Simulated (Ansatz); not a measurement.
The starting structures come from a database of crystals and need not be the phases stable at ambient conditions.

The decay constant κ of evanescent states in the gap governs leakage through a thin film.

Consider the following.

```xyz
4
Lattice="4.4160 0.0000 0.0000 0.0000 6.2218 0.0000 0.0000 0.0000 4.4160" Properties=species:S:1:pos:R:3 pbc="T T T"
Al     0.0000     0.0000     0.0000
In     2.2080     3.1109     2.2080
Sb     2.2080     4.7699     0.0000
Sb     0.0000     1.4520     2.2080
```

Space group of this cell: P-4m2. The cell is strained (all lengths scaled by 0.98); by r2SCAN its mean pressure is 3.3 GPa.

Transport runs along the normal of the first two printed cell vectors, the (100) plane of the conventional cell.

No gap correction and no spin-orbit coupling; mid-gap values are interpolated between computed energies.

Give the band gap and the smallest decay constant κ at mid-gap that r2SCAN (Ansatz, an electronic-structure program) yields.

Gap 1.11 eV on a 8×6×8 mesh; κ = 0.074 1/Å, at the zone centre.
